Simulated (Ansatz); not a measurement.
Take Al in the diamond structure (space group Fd-3m, No. 227; a = 5.997 Å; a hypothetical phase, not in the database extracts checked; relaxed with 0.1 eV smearing) as the base. Axes: x, y, z lie along the cube axes.

The values are results of PBEsol in Ansatz (plane waves to 420 eV, PAW, no spin-orbit coupling), not measurements.

One thing is altered: the cell is compressed by 1.12 % along x with no lateral relaxation; the atoms relax in the strained cell.

Q: Predict the stress tensor and what it implies for the stiffness.

A: Stress of the strained cell less that of the base (GPa, compression positive):
```
    0.2     0.0     0.0
    0.0     0.6     0.0
    0.0     0.0     0.6
```

Then −Δσ_ii/ε with ε = -0.0112 gives relaxed-ion elastic constants: C11 ≈ 22 GPa, C12 ≈ 50 GPa and C13 ≈ 50 GPa.

An off-diagonal value above the diagonal one breaks a Born criterion: the base is elastically unstable at this level, or the strain is beyond its stable range.

Whether these cells are dynamically stable was not tested.

Ansatz is a first-principles code.
